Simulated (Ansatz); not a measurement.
Base system: KBr in the rock salt structure (space group Fm-3m, No. 225).

Space group Fm-3m (No. 225); a = 6.7055 Å, b = 6.7055 Å, c = 6.7055 Å, α = 90.00°, β = 90.00°, γ = 90.00°

```json
[
 {"atom": "K", "site": "4a", "symmetry": "m-3m", "x": "0.0000", "y": "0.0000", "z": "0.0000"},
 {"atom": "Br", "site": "4b", "symmetry": "m-3m", "x": "0.5000", "y": "0.5000", "z": "0.5000"}
]
```
(The calculation used a cell of 2 atoms; values per cell refer to that cell.)

The values are results of plane-wave PAW DFT at the PBE level (Ansatz, a quantum-chemistry and plane-wave program, 420 eV), no SOC, not measurements.

Before the change:

```
Property                         Result
-----------------------------  --------
Width of the top valence band   0.49 eV
Pressure                       0.0 kbar
```

Perturbation: an isotropic linear strain of −2.50 %; the atoms relax in the strained cell.

### Question
Estimate the effect on the width of the top valence band.

### Answer
The width of the top valence band grows by 0.08 eV to 0.57 eV.

### Question
Predict the new pressure.

### Answer
The pressure goes from zero to 12.3 kbar.

### Question
What does the calculation give for the energy relative to the base after the change?

### Answer
The energy grows by 9.8 meV/atom.

The levels and masses belong to the bands next to the band gap. No phonon test of stability was made.
